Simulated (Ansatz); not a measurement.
**A computed series for BN: response to strain**

Consider BN in the wurtzite structure (space group P6_3mc, No. 186; a = 2.5410 Å, c = 4.2033 Å). Axes: x lies along a and z along c of the hexagonal cell.

Strains are applied to the cell and any free atomic positions relax.

Method: PBEsol/PAW in Ansatz (a first-principles code), no spin-orbit coupling.

Notes on the quantities. energy relative to the base: free energy F; pressure: mean of the normal stresses, compression positive.

| change | band gap | electron mass | smallest direct gap | energy relative to the base | pressure |
|---|---|---|---|---|---|
| base | 4.96 eV | 0.30 mₑ along c, 0.50 mₑ across (at K) | 8.21 eV | 0 meV/atom | 0.00 GPa |
| tensor shear ε_xz = +0.67 % | … | 0.30 mₑ along z, 0.50 mₑ across (off the special points) | … | … | 0.02 GPa |
| tensor shear ε_xz = +1.00 % | 4.94 eV | 0.30 mₑ along z, 0.51 mₑ across (off the special points) | 8.18 eV | +2.4 meV/atom | 0.06 GPa |
| tensor shear ε_xz = +1.67 % | 4.90 eV | 0.30 mₑ along z, 0.50 mₑ across (off the special points) | 8.14 eV | +6.8 meV/atom | 0.16 GPa |
| tensor shear ε_xz = +1.33 % | 4.92 eV | 0.30 mₑ along z, 0.50 mₑ across (off the special points) | 8.16 eV | +4.3 meV/atom | 0.10 GPa |
| tensor shear ε_xz = +0.33 % | 4.96 eV | 0.30 mₑ along z, 0.50 mₑ across (off the special points) | 8.21 eV | +0.3 meV/atom | 0.00 GPa |
| tensor shear ε_xz = +2.00 % | 4.88 eV | 0.30 mₑ along z, 0.50 mₑ across (off the special points) | 8.12 eV | +9.8 meV/atom | 0.24 GPa |

Problem. Some entries are withheld; estimate them.

Solution. 
- tensor shear ε_xz = +0.67 %, band gap: 4.95 eV
- tensor shear ε_xz = +0.67 %, smallest direct gap: 8.20 eV
- tensor shear ε_xz = +0.67 %, energy relative to the base: +1.1 meV/atom

Effective masses come from finite differences of ±0.01 Å⁻¹. Stability against distortions was not tested. Labels are those of the standard path for the cell's own space group.
